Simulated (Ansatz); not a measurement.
The parent structure is MgB$_{2}$ (space group P6/mmm, No. 191; relaxed with 0.1 eV smearing).

```xyz
3
Lattice="3.0640 0.0000 0.0000 -1.5320 2.6535 0.0000 0.0000 0.0000 3.4977" Properties=species:S:1:pos:R:3 pbc="T T T"
Mg     0.0000     0.0000     0.0000
B      1.5320     0.8845     1.7488
B      0.0000     1.7690     1.7488
```

Calculations: PBEsol/PAW in Ansatz (a program for electronic structure), no SOC.

For the base:

The pressure is 0.0 GPa and the band gap is zero.

One thing is altered: an isotropic linear strain of +0.50 %; the atoms relax in the strained cell.

Question: Predict the new pressure, energy relative to the base and band gap.

Answer: The pressure (mean of the normal stresses, compression positive) goes from zero to -2.3 GPa; the energy goes up by 1.0 meV/atom; the band gap remains zero.

Whether these cells are dynamically stable was not tested. All final runs are without spin polarisation.
